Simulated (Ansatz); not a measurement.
We consider L1₂ (Cu3Au-type) Al3Sc, described by LC-ωPBE (PAW; Ansatz, a first-principles code).

Run with plane-wave cutoff 460 eV, 8×8×8 k mesh, Fermi–Dirac smearing 0.05 eV, scalar-relativistic PAW data made under PBE.

Cell (relaxed at this level):

```
CELL_PARAMETERS angstrom
      4.04633     0.00000     0.00000
      0.00000     4.04633     0.00000
      0.00000     0.00000     4.04633
ATOMIC_POSITIONS crystal
  Sc 0.00000 0.00000 0.00000
  Al 0.00000 0.50000 0.50000
  Al 0.50000 0.00000 0.50000
  Al 0.50000 0.50000 0.00000
```

Task: Predict the bulk modulus and pressure derivative B′ of the bulk modulus.

Result: 
* **bulk modulus**: 108 GPa
* **pressure derivative B′ of the bulk modulus**: 3.7

Measured, for comparison: bulk modulus 91.5 ± 1 GPa (298 K, no zero-point or thermal correction, polycrystal; as tabulated in A Combined Experimental and First-Principles Based Assessment of …). Computed (rounded) less measured: bulk modulus +18 %.

Static lattice: no zero-point or thermal effects.
